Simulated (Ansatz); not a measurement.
Ansatz (a first-principles code) run on BiSb (P1, 2 atoms in the cell): relaxation of cell and atoms.

Level of theory: LDA (PW92), PAW files made with PBE (plane waves; Ansatz).

```xyz
2
Lattice="2.2263 1.2854 3.9752 -2.2263 1.2854 3.9752 0.0000 -2.5707 3.9752" Properties=species:S:1:pos:R:3 pbc="T T T"
Sb    -0.1103     0.0001     9.2434
Bi     0.1103    -0.0001     2.6819
```

Reference input (self-consistent single point, DFT, LDA (PW92), plane waves, PAW files made with PBE): kpoints.mp_grid.grid = 6 6 6; hamiltonian.xc = lda; hamiltonian.pseudopotentials = {kind: paw} (the program's default PAW files); scf.occupations.method = gaussian; scf.occupations.width = 0.272 eV. This run's input differs from it in these lines:

```diff
@@ -15,2 +15,4 @@
   occupations: { method: gaussian, width: 0.272 eV }
+relax:
+  cell: {}
 output:
```

Output (repeated stretches shortened):

```
   [... SCF lines of the steps left out ...]
relax step   1: F+E_penalty+E_count = -18423.54342765 eV  Δ(F+E_penalty+E_count) = +0.000e0 eV  max|allowed force component| = 1.087e0 eV/Å  Δτ_max = 0.0000 Å  P = +0.242 GPa  Ω = 68.251 Å³  (7 SCF iters, dr2 threshold 1.00e-7 eV, accepted)
relax step   2: F+E_penalty+E_count = -18423.71334311 eV  Δ(F+E_penalty+E_count) = -1.699e-1 eV  max|allowed force component| = 4.456e-1 eV/Å  Δτ_max = 0.1946 Å  P = -1.959 GPa  Ω = 64.708 Å³  energy of the carried Pulay correction = +3.672e-4 eV  [...]
   [... lines left out ...]
relax step   6: F+E_penalty+E_count = -18423.75521708 eV  Δ(F+E_penalty+E_count) = -2.420e-4 eV  max|allowed force component| = 1.530e-3 eV/Å  Δτ_max = 0.0106 Å  P = -0.001 GPa  Ω = 63.452 Å³  energy of the carried Pulay correction = +5.021e-4 eV  [...]
relax step   7: F+E_penalty+E_count = -18423.75479854 eV  Δ(F+E_penalty+E_count) = +4.185e-4 eV  max|allowed force component| = 1.653e-3 eV/Å  Δτ_max = 0.0000 Å  P = -0.004 GPa  Ω = 63.452 Å³  stress off target by 2.55e-2 GPa  SCF on the basis [...]
basis re-selected at this cell: Δ(F+E_penalty+E_count) = +4.185e-4 eV, ΔP = -0.004 GPa vs the last step
Free energy (F): -18423.754799 eV
Internal energy: -18423.745605 eV  (E = F + TS)
E sigma→0 (E₀):  -18423.750202 eV
Entropy (-TS):   -0.009194 eV (-4.597 meV/atom)
Fermi energy:    10.095950 eV
--- Forces (eV/Å), atoms counted from 1 ---
  atom   1  Sb     0.00098555    -0.00042710    -0.00165292
  atom   2  Bi    -0.00098555     0.00042710     0.00165302
--- Stress (GPa, compression-positive) ---
        0.006261      -0.002563       0.004668
       -0.002563       0.005182       0.000273
        0.004668       0.000273      -0.024832
  P = ⅓ Tr σ = -0.0045 GPa (-0.045 kbar)
   [... lines left out ...]
  cell:  # Å, volume = 63.4523 Å³
    - [2.197428857941858, 1.2694394058156924, 3.78977971677648]
    - [-2.1991812391555627, 1.2693669466115316, 3.790784572723338]
    - [-0.000938942117537331, -2.5383093242834356, 3.790121432294109]
  atoms:
    - { symbol: Sb, position: [0.7651239533599521, 0.7654753358305364, 0.7652145377444822] }
    - { symbol: Bi, position: [0.23486304922695236, 0.2345116667563684, 0.23477246484242248] }
```

The run converged.  The full log also holds: “iter 4 did not close the SCF: its close was put off for the readings that it lacked (scf_convergence_deferred on its scf_iter line)”. The full log also holds: “iter 5 did not close the SCF: its close was put off for the readings that it lacked (scf_convergence_deferred on its scf_iter line)”.

Summary of the result:
- Free energy E − TS (on the zero of these files): -18423.7548 eV
- Pressure: 0.00 GPa
- Largest force (vector length): 0.002 eV/Å
- Final cell: a = 4.561 Å, b = 4.563 Å, c = 4.562 Å, α = 57.61°, β = 57.63°, γ = 57.62°
- Final volume per atom: 31.73 Å³
- Relaxation steps: 7

The starting cell comes from a database of computed structures (which also holds hypothetical and non-ambient phases and stackings), without a prior relaxation at this level. Its atoms were displaced at random from the sites of space group no. 160. Ansatz's pressure includes its estimate of the finite-basis (Pulay) stress. A gap is left out here, as mesh or smearing make it unsure.

Cost on one core of a shared machine: roughly 80 s.

Keys are those of Ansatz 0.2.
